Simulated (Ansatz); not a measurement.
The reference is GaSb in the zinc blende structure (space group F-43m, No. 216).

```
GaSb
1.0
    0.00000     3.02440     3.02440
    3.02440     0.00000     3.02440
    3.02440     3.02440     0.00000
Ga Sb
1 1
Cartesian
  0.00000   0.00000   0.00000
  1.51220   1.51220   1.51220
```

Computed with LDA/PAW in Ansatz (a program for electronic structure), no spin-orbit coupling.

Strains are applied to the cell and any free atomic positions relax.

One change was made to it. Results:

```csv
quantity,base,after
energy relative to the base (free energy F),0 meV/atom,+1.0 meV/atom
pressure,0.0 GPa,-0.8 GPa
```

### Question
What was done to the base?
(A) isotropic strain +2.50 %
(B) isotropic strain +1.50 %
(C) isotropic strain −1.50 %
(D) isotropic strain +3.00 %
(E) isotropic strain +0.50 %

### Answer
E, isotropic strain +0.50 %. For comparison, the energy relative to the base in the other runs: isotropic strain +3.00 % gives +35 meV/atom; isotropic strain +1.50 % gives +9.2 meV/atom; isotropic strain −1.50 % gives +10 meV/atom; isotropic strain +2.50 % gives +25 meV/atom.

Whether these cells are dynamically stable was not tested. The final runs are not spin-polarised.
